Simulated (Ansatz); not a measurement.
Base system: SiC in the zinc blende structure (space group F-43m, No. 216; a = 4.3290 Å). Axes: x, y, z lie along the cube axes.

The values are results of LDA (Ansatz, a first-principles code; PAW; 420 eV plane waves; spin-orbit coupling left out), not measurements.

Strains are applied to the cell and any free atomic positions relax; under biaxial strain the out-of-plane vector relaxes too.

One change was made to it. Results:

The volume per atom decreases by 0.13 Å³ (10.14 Å³ → 10.01 Å³); the energy rises by 2.9 meV/atom; the band gap falls by 0.10 eV (1.30 eV → 1.20 eV); the smallest direct gap is still 4.53 eV; the valence-band top at Γ (three highest levels, from the VBM) becomes 0.00, 0.00, -0.12 eV (base: 0.00, 0.00, 0.00 eV).

Task: What was done to the base?
A. biaxial strain +1.00 %, plane normal [001], relaxed out of plane
B. biaxial strain +2.00 %, plane normal [001], relaxed out of plane
C. biaxial strain −1.00 %, plane normal [001], relaxed out of plane
D. biaxial strain −0.50 %, plane normal [001], relaxed out of plane

Result: C, biaxial strain −1.00 %, plane normal [001], relaxed out of plane. For comparison, the band gap in the other runs: biaxial strain +2.00 %, plane normal [001], relaxed out of plane gives 0.97 eV; biaxial strain +1.00 %, plane normal [001], relaxed out of plane gives 1.13 eV; biaxial strain −0.50 %, plane normal [001], relaxed out of plane gives 1.25 eV.

No phonon test of stability was made.
